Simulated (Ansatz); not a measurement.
Input and output of a self-consistent single point for Ca2AgPd2 (Imm2, 5 atoms in the cell) (Ansatz, a program for electronic structure).

Level of theory: PBEsol, default PAW files made with PBE (plane waves; Ansatz).

```
Ca2AgPd2
1.0
   -2.25061     2.90195     4.22935
    2.25061    -2.90195     4.22935
    2.25061     2.90195    -4.22935
Ca Ag Pd
2 1 2
Direct
  0.70812   0.20812   0.50000
  0.29779   0.79779   0.50000
  0.00000   0.00000   0.00000
  0.73119   0.50000   0.23119
  0.26881   0.50000   0.76881
```

Reference input (self-consistent single point, DFT, PBEsol, plane waves, default PAW files made with PBE): basis.ecutwfc = 420 eV; kpoints.mp_grid.grid = 7 7 7; hamiltonian.xc = pbesol; hamiltonian.pseudopotentials = {kind: paw} (the program's default PAW files); scf.occupations.method = fermi_dirac; scf.occupations.width = 0.1 eV. This run's input differs from it in these lines:

Ansatz 0.2 input:
```diff
@@ -16,3 +16,3 @@
   mp_grid:
-    grid: [7, 7, 7]
+    grid: [12, 12, 12]
 hamiltonian:
@@ -24,3 +24,3 @@
     method: fermi_dirac
-    width: 0.1
+    width: 0.5
 output:
```

The program printed (abridged):

```
SCF iter   1: F=—  HF=-24926.813670 eV  |F-HF|=—  |Δ(HF+E_count)|=         —  Δρ=1.56e-2  dr2=4.55e-1  ethr=1.77e-3  ⟨swp⟩=9.5  Hψ=66023  notcnv=0
all-band conjugate gradients solve this SCF's bands
preconditioner: auto → Kerker (q_TF=auto, 2.558 Å⁻¹)
SCF iter   2: F=—  HF=-24926.754880 eV  |F-HF|=—  |Δ(HF+E_count)|=   5.88e-2  Δρ=7.68e-3  dr2=1.45e-1  ethr=6.07e-4  ⟨swp⟩=1.0  Hψ=16800  notcnv=0
   [... lines left out ...]
SCF iter   5: F=—  HF=-24926.730166 eV  |F-HF|=—  |Δ(HF+E_count)|=   2.00e-4  Δρ=1.99e-4  dr2=5.93e-5  ethr=1.48e-6  ⟨swp⟩=2.3  Hψ=21004  notcnv=0
SCF iter   6: F=—  HF=-24926.730158 eV  |F-HF|=—  |Δ(HF+E_count)|=   7.79e-6  Δρ=5.29e-5  dr2=4.03e-6  ethr=7.91e-8  ⟨swp⟩=2.1  Hψ=24235  notcnv=0
SCF iter   7: F=—  HF=-24926.730158 eV  |F-HF|=—  |Δ(HF+E_count)|=   7.99e-8  Δρ=1.38e-5  dr2=3.84e-7  ethr=5.38e-9  ⟨swp⟩=2.4  Hψ=21126  notcnv=0
SCF iter   8: F=-24926.730158 eV  HF=-24926.730158 eV  |F-HF|=1.85e-8  |Δ(HF+E_count)|=   4.49e-8  Δρ=4.21e-6  dr2=3.91e-8  ethr=1.33e-10  ⟨swp⟩=6.0  Hψ=52955  notcnv=0
SCF 1 converged in 8 iterations: F = -24926.730158 eV  dr2 = 3.91e-8
Free energy (F): -24926.730158 eV
Internal energy: -24924.588367 eV  (E = F + TS)
E sigma→0 (E₀):  -24925.659262 eV
Entropy (-TS):   -2.141791 eV (-428.358 meV/atom)
Fermi energy:    11.639660 eV
--- Forces (eV/Å), atoms counted from 1 ---
  atom   1  Ca    -0.00000000     0.00000000    -0.19073497
  atom   2  Ca     0.00000000     0.00000000     0.03324377
  atom   3  Ag     0.00000000     0.00000000     0.02866369
  atom   4  Pd     0.00000000    -0.03449061     0.06441453
  atom   5  Pd    -0.00000000     0.03449061     0.06441453
--- Stress (GPa, compression-positive) ---
       -1.867200       0.000000      -0.000000
        0.000000      -2.703182       0.000000
       -0.000000       0.000000      -0.447748
  P = ⅓ Tr σ = -1.6727 GPa (-16.727 kbar)
  The stress holds the Pulay correction. Without it, at fixed plane waves, as pw.x and ABINIT print it: P = -1.6918 GPa
```

The run converged in 8 iterations. Against the reference run the free energy drops by 174 meV/atom, the pressure goes from -2.68 to -1.67 GPa and the largest force hardly changes (0.193 to 0.191 eV/Å).

The starting cell comes from a database of computed structures (which also holds hypothetical and non-ambient phases and stackings), without a prior relaxation at this level. Its lattice was rescaled by up to half a per cent. One atom was moved a little off its site on purpose. Spin polarisation is off. Ansatz's pressure includes its estimate of the finite-basis (Pulay) stress.

Cost on one core of a shared machine: roughly 2 min.
